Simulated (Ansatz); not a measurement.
Start from GaCuSe$_{2}$ in the chalcopyrite structure (space group I-42d, No. 122; a = 5.508 Å, c = 10.962 Å).

All numbers come from LDA/PAW in Ansatz (an electronic-structure program), without spin-orbit coupling.

One change was made to it. Results:

```csv
quantity,base,after
c/a ratio,1.990,1.989
lattice parameter a,5.508 Å,5.416 Å
```

Task: What was done to the base?
A. pressure 2.1 GPa
B. pressure 4.5 GPa
C. pressure 0.9 GPa

Result: B, pressure 4.5 GPa. For comparison, the lattice parameter a in the other runs: pressure 0.9 GPa gives 5.488 Å; pressure 2.1 GPa gives 5.462 Å.

Load acts through the strain it causes; cell and atoms are relaxed under it. Whether these cells are dynamically stable was not tested. The final runs are not spin-polarised.
